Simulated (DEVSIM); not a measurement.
System: abrupt Si n-p junction, at 350 K.

Layer 1 from the left is Si, thickness (μm) 7.70, Nd (cm⁻³) 6.5e18, τn (s) 2.7e-6, τp (s) 2.7e-6. Layer 2 from the left is Si, thickness (μm) 34.0, Na (cm⁻³) 1.5e16, τn (s) 2.7e-6, τp (s) 2.7e-6.

Left contact: ohmic. Right contact: ohmic. Voltage is applied to the left contact. Recombination: SRH at mid-gap, Auger. Mobility is μmin + (μ − μmin)/(1 + (N/Nref)^α).

Constants are typed, rounded textbook-type inputs, not results; the design itself was drawn at random and stands for no fabricated device. Values at 300 K; Nc and Nv go as T^1.5, mobilities as T to minus their exponent, the gap by Varshni's rule with the affinity fixed.

Si: gap (eV) 1.124, affinity (eV) 4.05, permittivity 11.7, Nc (cm⁻³) 2.86e19, Nv (cm⁻³) 3.1e19, μn (cm²/Vs) 1417, μp (cm²/Vs) 470, μn,min 52, μp,min 45, Nref,n 9.7e16, Nref,p 2.2e17, αn 0.68, αp 0.72, T exponent of μn 2.3, T exponent of μp 2.2, Cn (cm⁶/s) 2.8e-31, Cp (cm⁶/s) 9.9e-32, Varshni α (eV/K) 0.000473, Varshni β (K) 636.

Simulated with DEVSIM: 1D drift-diffusion, Boltzmann statistics, complete ionisation; no tunnelling, impact ionisation, image-force lowering or self-heating.

Q: What does the simulation give for the largest field in the device at zero bias, the potential step across the device at zero bias?

A: largest field in the device at zero bias 160000 V/cm; potential step across the device at zero bias 0.822 V.
